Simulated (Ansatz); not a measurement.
CaTiO3 (Pnma, No. 62)

Method: PBEsol (plane waves, PAW; Ansatz, a quantum-chemistry and plane-wave program).

Settings: plane-wave cutoff 500 eV, 8×8×6 k mesh (along the axes of the cell as run), Fermi–Dirac smearing 0.05 eV, no spin polarisation, scalar-relativistic PAW data made under PBE.

Cell (relaxed at this level):

```
CELL_PARAMETERS angstrom
      5.33590     0.00000     0.00000
      0.00000     5.43726     0.00000
      0.00000     0.00000     7.59211
ATOMIC_POSITIONS crystal
  Ca 0.99056 0.45591 0.25000
  Ca 0.50944 0.95591 0.25000
  Ca 0.00944 0.54409 0.75000
  Ca 0.49056 0.04409 0.75000
  Ti 0.00000 0.00000 0.00000
  Ti 0.50000 0.50000 0.50000
  Ti 0.00000 0.00000 0.50000
  Ti 0.50000 0.50000 0.00000
  O  0.07903 0.01998 0.25000
  O  0.42097 0.51998 0.25000
  O  0.92097 0.98002 0.75000
  O  0.57903 0.48002 0.75000
  O  0.20871 0.29070 0.54155
  O  0.29129 0.79070 0.95845
  O  0.79129 0.70930 0.04155
  O  0.70871 0.20930 0.45845
  O  0.79129 0.70930 0.45845
  O  0.70871 0.20930 0.04155
  O  0.20871 0.29070 0.95845
  O  0.29129 0.79070 0.54155
```

```
Item                           Result
--------  ---------------------------
band gap  2.43 eV (on the SCF k mesh)
```

Note: the relaxation could not lower the start's symmetry, so the cell can be a saddle point above a distorted one.

The computed numbers hold no vibrational or temperature effects.
